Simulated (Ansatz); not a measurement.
## The (111) surface of fcc Rh, clean 1x1 (bottom of the slab: a bare face, its two planes held)

Method: PBE (plane waves to 420 eV, PAW; Ansatz, an electronic-structure program).

Set-up: 6 atoms, 11.1 Å thick at the start with caps and adatoms (thin: gaps and levels are the slab's own); mesh 16x16x1; 0.1 eV smearing; dipole correction on; 2 atoms held, the rest relaxed; held to the start's symmetry, so lower structures may exist; no spin, no spin-orbit, no U.

- work function of the top face: 5.14 eV
- energy released by relaxation: 0.009 eV
- cost: around 80 core-seconds (rough)
